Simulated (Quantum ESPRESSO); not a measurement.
Habitual settings against a tight run: Mg3Zn (I4/mmm, 4 atoms in the cell)

Self-consistent single point.

```
CELL_PARAMETERS angstrom
     -2.11160     2.11160     4.21369
      2.11160    -2.11160     4.21369
      2.11160     2.11160    -4.21369
ATOMIC_POSITIONS crystal
  Mg 0.50000 0.50000 0.00000
  Mg 0.25000 0.75000 0.50000
  Mg 0.75000 0.25000 0.50000
  Zn 0.00000 0.00000 0.00000
```

Method of the run: PBEsol, SSSP 1.1.2 efficiency (PBE) pseudopotentials (plane waves; Quantum ESPRESSO).

Base settings: ecutwfc = 50 Ry; ecutrho = 400 Ry; occupations = smearing; smearing = cold; degauss = 0.0099958 Ry; input_dft = pbesol; potentials = {Mg: Mg.pbe-n-kjpaw_psl.0.3.0.UPF, Zn: Zn_pbe_v1.uspp.F.UPF}; K_POINTS = automatic 11 11 11 0 0 0; conv_thr = 1e-10 Ry; mixing_beta = 0.7.

Tight run (finer mesh or higher cutoff; not a proven limit): ecutwfc: 50 Ry → 70 Ry; ecutrho: 400 Ry → 560 Ry; conv_thr: 1e-10 Ry → 7.3e-11 Ry; K_POINTS: automatic 11 11 11 0 0 0 → automatic 15 15 15 0 0 0. It gave Fermi level (on the code's own zero) 6.18 eV; pressure 2.47 GPa.

Quick runs, as changes from the base:
- A: the base itself
- B: ecutwfc: 50 Ry → 40 Ry; ecutrho: 400 Ry → 320 Ry; smearing: cold → mp; degauss: 0.0099958 Ry → 0.019992 Ry; K_POINTS: automatic 11 11 11 0 0 0 → automatic 6 6 6 0 0 0
- C: ecutwfc: 50 Ry → 25 Ry; ecutrho: 400 Ry → 200 Ry; degauss: 0.0099958 Ry → 0.0147 Ry; K_POINTS: automatic 11 11 11 0 0 0 → automatic 8 8 8 0 0 0
- D: ecutwfc: 50 Ry → 30 Ry; ecutrho: 400 Ry → 240 Ry; K_POINTS: automatic 11 11 11 0 0 0 → automatic 1 1 1 0 0 0
- E: ecutwfc: 50 Ry → 35 Ry; ecutrho: 400 Ry → 280 Ry; K_POINTS: automatic 11 11 11 0 0 0 → automatic 4 4 4 0 0 0
- F: ecutwfc: 50 Ry → 25 Ry; ecutrho: 400 Ry → 200 Ry; conv_thr: 1e-10 Ry → 7.3e-06 Ry; K_POINTS: automatic 11 11 11 0 0 0 → automatic 4 4 4 1 1 1

Energies are extrapolated to zero smearing width, which holds to low order in the width alone (under cold and Methfessel-Paxton smearing the free energy itself is taken).

Dashes: time of D, E, F, under 30 s; pressure of F, not trusted under this conv_thr with d or f elements.

The count of work is k-points × plane waves × bands × iterations; it is no time. Core times come from one kind of shared machine and are given to one figure; runs under 30 s give none.

The starting cell comes from a database of computed structures (which also holds hypothetical and non-ambient phases and stackings), without a prior relaxation at this level. Its lattice was rescaled by a random factor within 2.5 % of one.

| run | energy less tight (meV/atom) | pressure less tight (GPa) | count of work / tight | core time / tight (rough) |
|---|---|---|---|---|
| A | 5.8 | -0.03 | 0.26 | 0.3 |
| B | 13.0 | 0.09 | 0.045 | 0.07 |
| C | 1374.3 | -69.68 | 0.033 | 0.06 |
| D | 3449.4 | 0.17 | 0.0015 | – |
| E | 6.5 | -1.50 | 0.015 | – |
| F | 1381.3 | – | 0.0041 | – |

Among the runs at the tight run's level, the energy misses run from 5.8 to 3449.4 meV/atom.
